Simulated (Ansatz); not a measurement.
**W2C (model structure, started from the Cu2Sb type, P4/nmm, No. 129, 6 atoms in the cell): equilibrium lattice constant a by level of theory**

No measured value is used here.

```csv
level (code),value (Å)
PBE (Ansatz),3.511
PBEsol (Ansatz),3.469
PBE-D3(BJ) (Ansatz),3.479
```

Density-functional levels without +SOC have no spin–orbit coupling. Ansatz's density-functional and Hartree–Fock values are scalar-relativistic unless marked +SOC, with PAW data made under PBE.

A model structure was made by putting elements into a prototype or built by hand; it is no filed structure, need not be a known phase, and can be a saddle point held by its symmetry.

Ansatz is an electronic-structure program.
